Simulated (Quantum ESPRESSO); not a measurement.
A self-consistent single point of Mo₃Se₂S₂ (P1, 14 atoms in the cell) with Quantum ESPRESSO.

Method of the run: LDA (PZ)+U, GBRV 1.5 ultrasoft (LDA) pseudopotentials (plane waves; Quantum ESPRESSO).

```xyz
14
Lattice="6.5386 0.0000 0.0000 -0.1911 6.6065 0.0000 -0.1872 -0.1991 6.6042" Properties=species:S:1:pos:R:3 pbc="T T T"
Mo     3.6474     2.8479     5.1499
Mo     2.6694     5.0320     3.8984
Mo     4.9552     3.8635     2.9616
Mo     2.5269     3.5978     1.4110
Mo     3.4602     1.3310     2.7163
Mo     1.1909     2.6051     3.6238
Se     4.8157     2.4701     0.8404
Se     2.2785     0.6938     4.9540
Se     4.8795     5.0859     5.2032
Se     1.2785     1.3560     1.3963
S      5.4717     1.7139     4.0081
S      1.5002     3.8569     5.7082
S      3.7748     5.6669     1.8130
S      0.6733     4.7308     2.5449
```

Reference input (self-consistent single point, DFT, LDA (PZ), plane waves, GBRV 1.5 ultrasoft (LDA) pseudopotentials): ecutwfc = 40 Ry; ecutrho = 320 Ry; occupations = smearing; smearing = gauss; degauss = 0.0073499 Ry; potentials = {Mo: mo_lda_v1.uspp.F.UPF, Se: se_lda_v1.uspp.F.UPF, S: s_lda_v1.4.uspp.F.UPF}; K_POINTS = automatic 3 3 3 0 0 0; conv_thr = 1e-09 Ry. This run's input differs from it in these lines:

```diff
@@ -46,2 +46,4 @@
 3 3 3  0 0 0
+HUBBARD {ortho-atomic}
+U Mo-4d 4
```

Output, abridged:

```
     Self-consistent Calculation

     iteration #  1     ecut=    40.00 Ry     beta= 0.70

     =================== HUBBARD OCCUPATIONS ===================
     ------------------------ ATOM    1 ------------------------
     Tr[ns(  1)] =   5.26809
     eigenvalues:
       0.455  0.490  0.521  0.580  0.588
   [... 5 blocks of this kind left out ...]

     Number of occupied Hubbard levels =   31.1385

     Threshold (ethr) on eigenvalues was too large:
     Diagonalizing with lowered threshold

     total energy              =   -1103.96899152 Ry
     estimated scf accuracy    <       1.15007106 Ry

     iteration #  2     ecut=    40.00 Ry     beta= 0.70

     total energy              =   -1103.70290384 Ry
     estimated scf accuracy    <       5.96127801 Ry

     iteration #  3     ecut=    40.00 Ry     beta= 0.70

     total energy              =   -1104.44831046 Ry
     estimated scf accuracy    <       0.97628702 Ry

   [... 27 blocks of this kind left out ...]

     iteration # 31     ecut=    40.00 Ry     beta= 0.70

     total energy              =   -1104.61055637 Ry
     estimated scf accuracy    <          1.8E-09 Ry

     iteration # 32     ecut=    40.00 Ry     beta= 0.70
     End of self-consistent calculation

     =================== HUBBARD OCCUPATIONS ===================
     ------------------------ ATOM    1 ------------------------
     Tr[ns(  1)] =   5.04197
     eigenvalues:
       0.406  0.442  0.484  0.578  0.611

     Number of occupied Hubbard levels =   30.1903

     the Fermi energy is     9.9875 ev

!    total energy              =   -1104.61055637 Ry
     estimated scf accuracy    <          6.3E-10 Ry
     smearing contrib. (-TS)   =      -0.00218712 Ry
     internal energy E=F+TS    =   -1104.60836925 Ry

     Hubbard energy            =       2.14758729 Ry

     convergence has been achieved in  32 iterations

     Forces acting on atoms (cartesian axes, Ry/au):

     atom    1 type  1   force =     0.00061483    0.01203770   -0.01855080
   [... lines left out ...]

     Total force =     0.068080     Total SCF correction =     0.000068

          total   stress  (Ry/bohr**3)                   (kbar)     P=      -75.32
  -0.00052113   0.00000295  -0.00000180          -76.66        0.43       -0.27
   0.00000295  -0.00050596   0.00000293            0.43      -74.43        0.43
  -0.00000180   0.00000293  -0.00050892           -0.27        0.43      -74.86

   JOB DONE.
```

The run converged in 32 iterations. Against the reference run the pressure goes from -7.94 to -7.53 GPa and the largest force goes from 0.572 to 0.672 eV/Å.

The starting cell comes from a database of computed structures (which also holds hypothetical and non-ambient phases and stackings), without a prior relaxation at this level. Spin polarisation is off. The U value is a test value, and with U on an open shell several self-consistent states can exist. With a pressure of about -8 GPa the cell is away from its equilibrium volume at this level.

Cost on one core of a shared machine: roughly 20 min.
